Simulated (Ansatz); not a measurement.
# Response to strain in MoSi2

Consider MoSi$_{2}$ (space group I4/mmm, No. 139; a = 3.174 Å, c = 7.779 Å; relaxed with 0.1 eV smearing). Axes: x, y, z lie along a, b, c of the conventional cell.

Strains are applied to the cell and any free atomic positions relax.

The values are results of DFT with LDA, PAW potentials and a 420 eV plane-wave cutoff in Ansatz (a quantum-chemistry and plane-wave program), spin-orbit coupling left out, not measurements.

Candidates:
(a) uniaxial strain ε_xx = −1.00 %
(b) uniaxial strain ε_xx = −3.00 %
(c) uniaxial strain ε_xx = +3.00 %
(d) uniaxial strain ε_xx = +2.00 %

Notes on the quantities. energy relative to the base: free energy F.

Question: Order them by energy relative to the base, lowest first.

Answer: (a) uniaxial strain ε_xx = −1.00 % (+1.8 meV/atom), (d) uniaxial strain ε_xx = +2.00 % (+6.7 meV/atom), (c) uniaxial strain ε_xx = +3.00 % (+15 meV/atom), (b) uniaxial strain ε_xx = −3.00 % (+16 meV/atom)

Whether these cells are dynamically stable was not tested. The final runs are not spin-polarised.
